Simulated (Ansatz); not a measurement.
# AlB2-type MgB2

Calculation: BLYP (plane waves, PAW; Ansatz, a program for electronic structure).

Run with plane-wave cutoff 520 eV, 24×24×18 k mesh (along the axes of the cell as run), Fermi–Dirac smearing 0.08 eV (set by the program), scalar-relativistic PAW data made under PBE.

Cell: relaxed at this level.

```
Property                                          Value
---------------------------------------------  --------
elastic constant C11                            418 GPa
elastic constant C12                           52.1 GPa
elastic constant C13                           25.7 GPa
elastic constant C33                            266 GPa
elastic constant C44                           58.9 GPa
elastic constant C66                            183 GPa
Voigt–Reuss–Hill bulk modulus                   142 GPa
Voigt–Reuss–Hill shear modulus (Hill average)   111 GPa
Young modulus                                   265 GPa
Poisson ratio                                     0.188
```

Elastic constants are with the ions relaxed.

Static lattice: no zero-point or thermal effects.

The result took roughly 18 core-minutes.
